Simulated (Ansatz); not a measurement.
System: rock-salt YTe. Method: PBEsol (PAW; Ansatz, a quantum-chemistry and plane-wave program).

Run with plane-wave cutoff 520 eV, 16×16×16 k mesh, Fermi–Dirac smearing 0.05 eV, scalar-relativistic PAW data made under PBE.

Cell (relaxed at this level):

Space group Fm-3m (No. 225); a = b = c = 6.080 Å, α = β = γ = 90.00°

| atom | site | symmetry | x | y | z |
|---|---|---|---|---|---|
| Y | 4a | m-3m | 0.0000 | 0.0000 | 0.0000 |
| Te | 4b | m-3m | 0.5000 | 0.5000 | 0.5000 |
(The calculation used a cell of 2 atoms; values per cell refer to that cell.)

### Question
What does this level give for the bulk modulus?

### Answer

* **bulk modulus**: 68.8 GPa

The run finds no gap.

Note: the bulk modulus is −V dP/dV from two relaxed cells at ±2 % in volume; the relaxation could not lower the start's symmetry, so the cell can be a saddle point above a distorted one.

Spin–orbit coupling is not included; it can open a gap where bands touch, and shift volumes and moduli.

Computing time: very roughly 50 core-seconds.
